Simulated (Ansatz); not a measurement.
BN: energy against volume

BN (zinc blende, F-43m, 5.738 Å³/atom and stress up to 0.01 GPa in the relaxed cell, cube axes along x, y and z) under an equal strain ε along all three axes. LDA in Ansatz, a plane-wave DFT program (PAW, default set), 420 eV, 16×16×16 Γ-centred mesh, Fermi-Dirac smearing 0.05 eV; ions are relaxed, or left where forces stay under 0.02 eV/Å, within the symmetry of each cell.

Here V stands for volume and E for E less E0.

| volume (Å³/atom) | E less E0 (meV/atom) | pressure (GPa) |
|---|---|---|
| 5.2369 | ? | ? |
| 5.4005 | 27.35 | 27.20 |
| 5.4836 | 15.13 | 19.80 |
| 5.5675 | 6.67 | 12.80 |
| 5.6523 | 1.65 | 6.21 |
| 5.7379 | 0.00 | -0.01 |
| 5.8244 | 1.60 | -5.86 |
| 5.9118 | 6.31 | -11.37 |
| 6.0000 | 14.04 | -16.56 |
| 6.0891 | 24.62 | -21.43 |

**Question.** Using the third-order Birch-Murnaghan form, a cubic in V^(-2/3), estimate the missing E at V = 5.2369 from the other rows, showing the fit.

**Answer.** With u = V^(-2/3) - 0.312, the rows have u = 0.012871, 0.009580, 0.006341, 0.003149, 0.000007, -0.003090, -0.006142, -0.009147, -0.012108. Least squares gives E = 0.000 - 2.97·u + 166499·u² - 97981·u³. Residuals (row less fit): 0.014, -0.036, 0.019, 0.011, 0.000, -0.002, -0.012, 0.007, 0.001; standard error 0.021 (degrees of freedom: 5). Its minimum lies at u = 0.000009, so V0 = (0.312009)^(-3/2) = 5.738. There d²E/du² = 333000 and d³E/du³ = -587900, so B0 = (4/9) × 5.738^(-7/3) × 333000 × 0.160218 = 402 GPa (the last factor turns the table's units into GPa), and B0' = 4 + (2/3) × 0.312009 × (-587900)/333000 = 3.6. B0' rests on the cubic coefficient alone and has a standard error of 0.1 from these residuals. At the withheld row, u = 0.019602, so E = 0.000 - 2.97 × 0.019602 + 166499 × 0.019602² - 97981 × 0.019602³ = 63.179 meV/atom. The calculation gives 63.18 meV/atom, which the fit meets to the printed digits. The row lies outside the fitted rows, so this is an extrapolation. From the scatter of the fitted rows alone, a prediction at this place has a standard error of 0.101 meV/atom, so the miss is 0.0 times that.

Other structures, which can take over under pressure, weren't tried. The same form fitted to the pressure column gives B0' = 3.6; series where the two differ by over 0.4 aren't shown. Rows are the converged runs of the series near zero and its far end, less any whose ions stayed unrelaxed beside relaxed ones; series whose fitted rows scatter by over a few per cent of the range, as at a crossing or softening among them, aren't shown in this form.
